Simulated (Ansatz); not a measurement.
# La (P6_3/mmc): band-structure transport figures

Given:

```
CELL_PARAMETERS angstrom
      3.65570     0.00000     0.00000
     -1.82785     3.16593     0.00000
      0.00000     0.00000    11.75032
ATOMIC_POSITIONS crystal
  La 0.00000 0.00000 0.00000
  La 0.00000 0.00000 0.50000
  La 0.33333 0.66667 0.25000
  La 0.66667 0.33333 0.75000
```

Calculation: PBEsol with spin-orbit coupling, rigid bands (plane waves, PAW; Ansatz, a program for electronic structure). Condition of this run: spin-orbit coupling switched on. How the cell was made: cell and atoms relaxed with PBEsol.

- density of states at the Fermi level: 6.33 states/(eV·cell), both spins
- bare Sommerfeld coefficient: 3.7 mJ/(mol of atoms·K²)
- Drude plasma energy: 3.8 (x), 3.8 (y), 4.2 (z) eV
- root-mean-square Fermi velocity: 3.5e5 m/s
- resistivity times τ: 34 (x), 34 (y), 28 (z) ×10⁻²² Ω·m·s

A metal at this level (no band gap); rigid bands, thermally averaged at 300 K, both spins. τ is one relaxation time for all states.
